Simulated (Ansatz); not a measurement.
The starting structures come from a database of crystals and need not be the phases stable at ambient conditions.

Here is the system:

```xyz
12
Lattice="4.3441 0.0000 0.0000 0.0000 8.9751 0.0000 2.1721 -3.3949 7.3664" Properties=species:S:1:pos:R:3 pbc="T T T"
Rb     4.3441    -0.5140     1.9822
Rb     2.1721     6.0942     5.3843
Ag     2.1721     5.1984     1.4496
Ag     4.3441     0.3818     5.9169
Ag     2.1721     2.4685     2.7606
Ag     4.3441     3.1116     4.6058
Ag     4.3441     3.1991     0.8440
Ag     2.1721     2.3811     6.5224
S      4.3441     4.9190     2.8999
S      2.1721     0.6612     4.4666
S      2.1721     1.9035     0.2571
S      4.3441     3.6767     7.1093
```

Space group of this cell: C2/m. The cell is taken as given; by r2SCAN its mean pressure is -1.4 GPa.

Transport runs along the normal of the first two printed cell vectors.

The gap is the functional's own, uncorrected, and κ follows it; spin-orbit coupling is left out. Mid-gap values are interpolated between the computed energies.

Task: Predict the band gap and the smallest decay constant κ at mid-gap from r2SCAN in Ansatz (an electronic-structure program).

Result: Gap 0.56 eV on a 8×4×8 mesh; κ = 0.103 1/Å, at the zone centre.
